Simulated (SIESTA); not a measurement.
Band structure of HfBRh3 (Pm-3m, 5 atoms in the cell).

```
HfBRh3
1.0
    4.09526     0.00000     0.00000
    0.00000     4.09526     0.00000
    0.00000     0.00000     4.09526
Hf B Rh
1 1 3
Direct
  0.00000   0.00000   0.00000
  0.50000   0.50000   0.50000
  0.00000   0.50000   0.50000
  0.50000   0.00000   0.50000
  0.50000   0.50000   0.00000
```

Level of theory: GGA PBEsol, numerical atomic orbitals DZP, PseudoDojo PBEsol standard norm-conserving potentials (rewritten from UPF to PSML) (SIESTA).

Settings: XC.functional = GGA; XC.authors = PBEsol; potentials = PseudoDojo PBEsol standard; PAO.BasisSize = DZP; PAO.EnergyShift = 0.005 Ry; MeshCutoff = 400 Ry; kgrid.MonkhorstPack = 6 6 6; OccupationFunction = MP; OccupationMPOrder = 0; ElectronicTemperature = 0.05 eV; MaxSCFIterations = 150; SCF.Mixer.Method = Pulay; SCF.Mixer.Weight = 0.25; SCF.Mixer.History = 6.

The starting cell comes from a database of computed structures (which also holds hypothetical and non-ambient phases and stackings), without a prior relaxation at this level. Spin-orbit coupling is off. Spin polarisation is off. Values carry the incompleteness of an atom-centred basis.

Levels in eV from the Fermi level, bands 30 to 35:
| point | 30 | 31 | 32 | 33 | 34 | 35 |
|---|---|---|---|---|---|---|
| Γ | -1.23 | -1.23 | -0.06 | -0.06 | -0.06 | -0.02 |
| X | -1.71 | -1.71 | -1.14 | -0.06 | 0.86 | 0.86 |
| M | -1.86 | -1.84 | -1.62 | -1.32 | 1.16 | 1.16 |
| R | -0.22 | -0.22 | -0.22 | 0.31 | 0.31 | 0.31 |

Bands cross the Fermi level along this path, so the cell is metallic at this level.

Higher empty bands are left out: an atom-centred basis made for the valence describes them poorly.
